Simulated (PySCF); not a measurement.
PySCF 2.14.0, PBE0/def2-svp, df: Al(Me)2(OSiH3) ([CH3][Al]([CH3])[O][SiH3]), 14 atoms. The geometry is a generated start, not checked to be a minimum at this level.

```json
{
 "task": "energy",
 "method": "pbe0",
 "basis": "def2-svp",
 "two_electron_scheme": "density fitting",
 "mol.max_memory": "3000 MB",
 "mf.max_cycle": "100",
 "mf.init_guess": "minao (default)",
 "mf.DIIS": "CDIIS (default)",
 "mf.diis_space": "8 (default)",
 "mf.conv_tol": "1e-09 (default)",
 "mf.grids.level": "3 (default)",
 "basis_functions": "123",
 "grid_points": "168952"
}
```

```xyz
14

Al     0.1071     0.4968     0.2841
C      1.6251     1.6532    -0.2889
H      2.5975     1.1914    -0.0882
H      1.6183     2.6149     0.2287
H      1.6019     1.8581    -1.3635
C     -1.1352     0.7880     1.8153
H     -1.7838    -0.0814     1.9620
H     -1.7877     1.6523     1.6696
H     -0.6061     0.9642     2.7545
O     -0.1701    -0.9024    -0.6195
Si    -0.4588    -2.2816    -1.4277
H     -1.6743    -2.8746    -0.8628
H      0.7053    -3.1478    -1.2270
H     -0.6391    -1.9310    -2.8366
```

One run each on 2 threads, 1 BLAS thread. Values of level_shift (Hartree) tried: 0 (default), 0.1, 0.3, 1.

Q: How does the count of Fock builds change with level_shift (Hartree), and where is it least?

A: Fewest Fock builds, within one of each other: 0 (default) with 11, 0.1 with 12. The count rises to 31 at 1. All converge to one solution.

```json
[
 {"level_shift (Hartree)": "0 (default)", "Fock builds": "11", "end": "same solution"},
 {"level_shift (Hartree)": "0.1", "Fock builds": "12", "end": "same solution"},
 {"level_shift (Hartree)": "0.3", "Fock builds": "15", "end": "same solution"},
 {"level_shift (Hartree)": "1", "Fock builds": "31", "end": "same solution"}
]
```
